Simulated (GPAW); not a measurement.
Band structure of V (Im-3m, 1 atom in the cell).

```
CELL_PARAMETERS angstrom
     -1.50879     1.50879     1.50879
      1.50879    -1.50879     1.50879
      1.50879     1.50879    -1.50879
ATOMIC_POSITIONS crystal
  V  0.00000 0.00000 0.00000
```

Method of the run: PBE, GPAW PAW datasets PBE (gpaw-data 1.0.1) (plane waves; GPAW).

Settings: mode = pw; ecut = 800 eV; xc = PBE; kpts = 15 15 15; mesh shift (steps) = 0 0 0; occupations.name = fermi-dirac; occupations.width = 0.1 eV; nbands = -7; convergence.density = 1e-05 e/electron; symmetry.symmorphic = false; symmetry.tolerance = 0.0005; maxiter = 150; bandpath_npoints = 40.

The starting cell has typed, rounded lattice constants, without a prior relaxation at this level. Its lattice was rescaled by a random factor within 2.5 % of one. Spin polarisation is off.

Levels in eV from the Fermi level, bands 3 to 10:
```json
[
 {"point": "Γ", "3": "-37.12", "4": "-37.12", "5": "-6.55", "6": "0.39", "7": "0.39", "8": "0.39", "9": "2.33", "10": "2.33"},
 {"point": "H", "3": "-37.70", "4": "-37.70", "5": "-2.90", "6": "-2.90", "7": "3.62", "8": "3.62", "9": "3.62", "10": "10.01"},
 {"point": "N", "3": "-37.39", "4": "-37.13", "5": "-3.09", "6": "-1.09", "7": "1.53", "8": "2.33", "9": "2.68", "10": "4.00"},
 {"point": "P", "3": "-37.54", "4": "-37.54", "5": "-1.11", "6": "-1.11", "7": "-1.11", "8": "2.74", "9": "2.74", "10": "10.22"}
]
```

Bands cross the Fermi level along this path, so the cell is metallic at this level.
